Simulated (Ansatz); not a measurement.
Start from MgO in the rock salt structure (space group Fm-3m, No. 225; a = 4.204 Å). Axes: x, y, z lie along the cube axes.

It is then changed as follows: tensor shear ε_xz = −0.69 % (engineering shear γ = -0.0138); the atoms relax in the strained cell.

All numbers come from r2SCAN (Ansatz, a first-principles code), no spin-orbit coupling.

Give the band edges at the high-symmetry points of the new zone, measured from its valence-band maximum.


| point | valence edge (eV) | conduction edge (eV) |
|---|---|---|
| Γ | 0.00 | 5.63 |
| X | -1.34 | 9.97 |
| F₂ | -1.29 | 10.96 |
| Σ₀ | -1.29 | 10.96 |
| Y₀ | -1.15 | 11.13 |
| U₀ | -1.15 | 11.13 |
| R | -0.74 | 8.76 |
| W | -1.83 | 12.63 |
| S | -0.67 | 8.86 |
| T | -1.43 | 10.00 |

The gap is 5.63 eV, direct at Γ.

Gaps are read on the SCF mesh and a high-symmetry path. No phonon test of stability was made. Labels are those of the standard path for the cell's own space group.
